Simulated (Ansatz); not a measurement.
The parent structure is BP in the zinc blende structure (space group F-43m, No. 216).

```
CELL_PARAMETERS angstrom
      0.00000     2.24526     2.24526
      2.24526     0.00000     2.24526
      2.24526     2.24526     0.00000
ATOMIC_POSITIONS crystal
  B  0.00000 0.00000 0.00000
  P  0.25000 0.25000 0.25000
```

Cartesian axes are those of the cell as printed.

Method: Kohn–Sham DFT with the LDA functional, run in Ansatz (an electronic-structure program) with PAW and 420 eV plane waves, without spin-orbit coupling.

Now apply this change: the cell is stretched by 3.00 % along z with no lateral relaxation; the atoms relax in the strained cell.

Task: Predict the stress tensor and what it implies for the stiffness.

Result: Stress of the strained cell less that of the base (GPa, compression positive):
```
  -2.18    0.00    0.00
   0.00   -2.18    0.00
   0.00    0.00  -10.40
```

Then −Δσ_ii/ε with ε = 0.0300 gives secant stiffness values (nonlinear terms included at this strain): C33 ≈ 347 GPa, C13 ≈ 73 GPa and C23 ≈ 73 GPa.

As a check, the harmonic strain energy −½ V₀ Δσ:ε is 11 meV/atom; the computed energy rise is 11 meV/atom.

No phonon test of stability was made.
